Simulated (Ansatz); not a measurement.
Consider NiGe (space group Pnma, No. 62; a = 5.408 Å, b = 3.473 Å, c = 5.847 Å; non-magnetic). Axes: x, y, z lie along a, b, c of the conventional cell.

Calculations: Ansatz (a program for electronic structure) PBE, no spin-orbit coupling, earlier PAW set.

For the base:

```
Item               Result
---------------  --------
Volume per atom  13.73 Å³
Pressure          0.0 GPa
```

The change: compressive biaxial strain of 1.99 % in the plane normal to [001], as in epitaxy on a mismatched substrate; the out-of-plane cell vector and the atoms relax.

**Question.** What does the calculation give for the volume per atom and pressure after the change?

**Answer.** The volume per atom falls by 0.23 Å³ (13.73 Å³ → 13.50 Å³); the pressure (mean of the normal stresses, compression positive) goes from zero to 3.0 GPa.

Without a gap, meshes like the base's 9×13×8 leave anisotropic stresses uncertain by several tenths of a GPa, and small strain energies with them. Whether these cells are dynamically stable was not tested. Seeded moments were not kept for the base. All final runs are without spin polarisation.
